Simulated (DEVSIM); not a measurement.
System: Al/Al2O3/n-Si capacitor, at 450 K.

```tsv
layer (left to right)	material	thickness (nm)	Nd (cm⁻³)
1	Al2O3	15.0	-
2	Si	350	2.7e18
```

Metal gate on the left, work function 4.1 eV. Fixed charge at the semiconductor interface 2e10 cm⁻² (in units of +e); no interface traps.

Constants are typed, rounded textbook-type inputs, not results; the design itself was drawn at random and stands for no fabricated device. Values at 300 K; Nc and Nv go as T^1.5, mobilities as T to minus their exponent, the gap by Varshni's rule with the affinity fixed.

| parameter | Al2O3 | Si |
|---|---|---|
| gap (eV) | 6.8 | 1.124 |
| affinity (eV) | 1.35 | 4.05 |
| permittivity | 9 | 11.7 |
| Nc (cm⁻³) | - | 2.86e19 |
| Nv (cm⁻³) | - | 3.1e19 |
| Varshni α (eV/K) | - | 0.000473 |
| Varshni β (K) | - | 636 |

DEVSIM, 1D Poisson equation in equilibrium, Boltzmann statistics, complete ionisation; no quantum confinement or tunnelling. Metal contacts follow the ideal Schottky-Mott rule: no Fermi-level pinning, no interface dipoles.

Tabulate band edges, carrier densities and field at -1.4 V on the gate.

Energies count from the Fermi level of the right contact; mesh points crowd at the junctions.

| x (μm) | Ec (eV) | Ev (eV) | n (cm⁻³) | p (cm⁻³) | field (V/cm) |
|---|---|---|---|---|---|
| 0.000 | 4.150 | -2.650 | < 1e2 | < 1e2 | -660000 |
| 0.0009948 | 4.084 | -2.716 | < 1e2 | < 1e2 | -660000 |
| 0.002591 | 3.979 | -2.821 | < 1e2 | < 1e2 | -660000 |
| 0.005452 | 3.790 | -3.010 | < 1e2 | < 1e2 | -660000 |
| 0.01059 | 3.450 | -3.350 | < 1e2 | < 1e2 | -660000 |
| 0.01302 | 3.290 | -3.510 | < 1e2 | < 1e2 | -660000 |
| 0.01437 | 3.201 | -3.599 | < 1e2 | < 1e2 | -660000 |
| 0.01552 | 0.433 | -0.648 | 7.4e14 | 3.1e12 | -480000 |
| 0.01704 | 0.365 | -0.716 | 4.3e15 | 5.4e11 | -420000 |
| 0.01991 | 0.261 | -0.820 | 6.2e16 | 3.7e10 | -300000 |
| 0.02498 | 0.158 | -0.923 | 9.0e17 | 2.6e9 | -120000 |
| 0.03970 | 0.116 | -0.966 | 2.7e18 | 8.7e8 | -1400 |
| 0.06289 | 0.115 | -0.966 | 2.7e18 | 8.6e8 | ≈ 0 |
| 0.1069 | 0.115 | -0.966 | 2.7e18 | 8.6e8 | ≈ 0 |
| 0.2222 | 0.115 | -0.966 | 2.7e18 | 8.6e8 | ≈ 0 |
| 0.2877 | 0.115 | -0.966 | 2.7e18 | 8.6e8 | ≈ 0 |
| 0.3248 | 0.115 | -0.966 | 2.7e18 | 8.6e8 | ≈ 0 |
| 0.3443 | 0.115 | -0.966 | 2.7e18 | 8.6e8 | ≈ 0 |
| 0.3568 | 0.115 | -0.966 | 2.7e18 | 8.6e8 | ≈ 0 |
| 0.3610 | 0.115 | -0.966 | 2.7e18 | 8.6e8 | ≈ 0 |
| 0.3635 | 0.115 | -0.966 | 2.7e18 | 8.6e8 | ≈ 0 |
| 0.3650 | 0.115 | -0.966 | 2.7e18 | 8.6e8 | ≈ 0 |
